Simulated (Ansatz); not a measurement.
What each level gives and costs: InSe (P6_3/mmc, 8 atoms in the cell)

Cell: a = 4.0801 Å, b = 4.0801 Å, c = 17.5940 Å, α = 90.00°, β = 90.00°, γ = 120.00°.

Program: Ansatz (an electronic-structure program), default PAW files made with PBE; each row names its functional.

Base settings: basis.ecutwfc = 420 eV; kpoints.mp_grid.grid = 4 4 1; hamiltonian.xc = hse06; hamiltonian.pseudopotentials = {kind: paw} (the program's default PAW files); scf.occupations.method = gaussian; scf.occupations.width = 0.02 eV.

Differences are taken from HSE06, a reference of convenience: it is no measurement, and no ranking of the functionals follows.

Core times come from one kind of shared machine and are given to one figure; runs under 30 s give none.

The starting cell comes from a database of computed structures (which also holds hypothetical and non-ambient phases and stackings), without a prior relaxation at this level. Its lattice was rescaled by a random factor within 2.5 % of one. Ansatz's pressure includes its estimate of the finite-basis (Pulay) stress.

| level | gap on the mesh less reference (eV) | pressure less reference (GPa) | largest difference in the force on any atom (eV/Å) | core time / reference (rough) |
|---|---|---|---|---|
| PBEsol | -0.828 | -0.52 | 0.135 | – |
| PBE0 | 0.634 | -0.15 | 0.015 | 1 |
| HSE06 | 0.000 | 0.00 | 0.000 | 1 |

Keys are those of Ansatz 0.2.
